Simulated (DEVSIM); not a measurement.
Device: abrupt Si p-n junction, at 300 K.

| layer (left to right) | material | thickness (μm) | Nd (cm⁻³) | Na (cm⁻³) | τn (s) | τp (s) |
|---|---|---|---|---|---|---|
| 1 | Si | 75.0 | - | 1.1e18 | 0.00049 | 0.00049 |
| 2 | Si | 120 | 2.5e15 | - | 0.00049 | 0.00049 |

Left contact: ohmic. Right contact: ohmic. Voltage is applied to the left contact. Recombination: SRH at mid-gap, Auger. Mobility is μmin + (μ − μmin)/(1 + (N/Nref)^α).

This is a model device: material constants are rounded textbook-type values typed into the input, and sizes, dopings and lifetimes were drawn at random. Values at 300 K.

```
parameter           Si
-------------  -------
gap (eV)         1.124
affinity (eV)     4.05
permittivity      11.7
Nc (cm⁻³)      2.86e19
Nv (cm⁻³)       3.1e19
μn (cm²/Vs)       1417
μp (cm²/Vs)        470
μn,min              52
μp,min              45
Nref,n          9.7e16
Nref,p          2.2e17
αn                0.68
αp                0.72
Cn (cm⁶/s)     2.8e-31
Cp (cm⁶/s)     9.9e-32
```

Simulated with DEVSIM: 1D drift-diffusion, Boltzmann statistics, complete ionisation; no tunnelling, impact ionisation, image-force lowering or self-heating.

The thickness of layer 2 was swept, all else fixed.

```csv
thickness of layer 2 (μm),dark forward voltage at 1 A/cm² (V),dark forward voltage at 100 A/cm² (V)
24,[?],[?]
42,0.645,0.867
72,0.663,0.893
120,0.681,0.921
200,0.700,0.957
360,0.723,1.034
600,0.744,1.169
```

**Question.** Fill in the missing entries.

**Answer.** 
- 24, dark forward voltage at 1 A/cm² (V): 0.628
- 24, dark forward voltage at 100 A/cm² (V): 0.840
